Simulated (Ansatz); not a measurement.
Si (Fd-3m), PBE, rigid bands in Ansatz (a first-principles code): Condition of this run: functional PBE, cell relaxed with it. band gap 0.61 eV, N_c = 3.05e19 cm⁻³ and N_v = 3.36e19 cm⁻³ at 300 K, conductivity masses of 0.290 mₑ (electrons) and 0.327 mₑ (holes). Take k_BT = 0.02585 eV.

Find the intrinsic carrier density and the intrinsic Fermi level.

n_i = √(N_c N_v) exp(−E_g/2k_BT) = 3.20e19 × exp(−11.80) = 2.4e14 cm⁻³. The level lies (k_BT/2) ln(N_v/N_c) = 1 meV from mid-gap (positive towards the conduction band). Each 0.1 eV added to the gap lowers n_i by a factor of 6.9.

What thermal injection velocity √(2k_BT/πm) limits a ballistic channel?

9.99e6 cm/s for electrons and 9.41e6 cm/s for holes, a ratio of √(m_h/m_e) = 1.06, for dilute carriers.

What built-in voltage has an abrupt junction with N_A = 1e17 and N_D = 1e17 cm⁻³, all dopants ionised?

V_bi = E_g/e − (k_BT/e) ln(N_c N_v/(N_A N_D)) = 0.61 − 0.02585 × 11.54 = 0.31 V. It follows the computed gap one for one.

Rigid, parabolic bands with the computed gap; masses take one relaxation time for all states. Spin-orbit coupling is left out; where it splits the top of the valence band, N_v and the p-type Seebeck coefficient come out somewhat high without it.
